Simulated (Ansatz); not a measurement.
The starting structures come from a database of crystals and need not be the phases stable at ambient conditions.

Tunnelling through a barrier is set by its complex band structure: the current falls as exp(−2κd) with the smallest κ.

Here is the system:

```yaml
crystal:
  lattice:
    - [4.72736, 0.00000, 0.00000]
    - [0.00000, 7.89205, -0.02632]
    - [0.00000, 2.71389, 10.46182]
  atoms:
    - { symbol: Cu, position: [0.35024, 0.06162, 0.75104] }
    - { symbol: Cu, position: [0.64976, 0.93838, 0.24896] }
    - { symbol: Cu, position: [0.85024, 0.43838, 0.74896] }
    - { symbol: Cu, position: [0.14976, 0.56162, 0.25104] }
    - { symbol: Se, position: [0.99362, 0.14713, 0.15070] }
    - { symbol: Se, position: [0.00638, 0.85287, 0.84930] }
    - { symbol: Se, position: [0.49362, 0.35287, 0.34930] }
    - { symbol: Se, position: [0.50638, 0.64713, 0.65070] }
    - { symbol: Se, position: [0.19615, 0.57915, 0.84531] }
    - { symbol: Se, position: [0.80385, 0.42085, 0.15469] }
    - { symbol: Se, position: [0.69615, 0.92085, 0.65469] }
    - { symbol: Se, position: [0.30385, 0.07915, 0.34531] }
    - { symbol: Br, position: [0.40360, 0.79443, 0.10428] }
    - { symbol: Br, position: [0.59640, 0.20557, 0.89572] }
    - { symbol: Br, position: [0.90360, 0.70557, 0.39572] }
    - { symbol: Br, position: [0.09640, 0.29443, 0.60428] }
```

Space group of this cell: P2_1/c. The cell was relaxed by PBE-D3(BJ); by r2SCAN its mean pressure is 0.5 GPa.

Transport runs along the normal of the first two printed cell vectors.

The gap is the functional's own, uncorrected, and κ follows it; spin-orbit coupling is left out. Mid-gap values are interpolated between the computed energies.

Problem. State the band gap and the smallest decay constant κ at mid-gap according to Ansatz (a first-principles code) with r2SCAN.

Solution. Gap 0.81 eV on a 6×4×4 mesh; κ = 0.223 1/Å, at (0.000, 0.500) of the in-plane reciprocal vectors. At the zone centre, at the nearest computed energy, the slowest state has κ = 0.30 1/Å.
